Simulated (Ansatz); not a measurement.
The starting structures come from a database of crystals and need not be the phases stable at ambient conditions.

 Where the default PAW files enter, the runs use the earlier of Ansatz's two default sets.

The decay constant κ of evanescent states in the gap governs leakage through a thin film.

Data:

```yaml
crystal:
  lattice:
    - [5.49080, 0.00000, 0.00000]
    - [-2.45646, 5.86767, 0.00000]
    - [-1.22823, 2.93384, 1.83629]
  atoms:
    - { symbol: Na, position: [0.51572, 0.50524, 0.00000] }
    - { symbol: C, position: [0.00236, 0.00079, 0.00000] }
    - { symbol: N, position: [0.76661, 0.92220, 0.00000] }
    - { symbol: O, position: [0.24533, 0.08178, 0.00000] }
```

Space group of this cell: R3m. The cell is taken as given; by r2SCAN its mean pressure is -3.4 GPa.

Transport runs along the normal of the first two printed cell vectors, the (110) plane of the conventional cell.

The gap is the functional's own. No spin-orbit coupling. Mid-gap values are interpolated on the energy grid.

Task: Compute, with Ansatz (a first-principles code) with r2SCAN, the band gap and the smallest decay constant κ at mid-gap.

Result: Gap 4.88 eV on a 16×16×16 mesh; κ = 0.501 1/Å, at the zone centre.
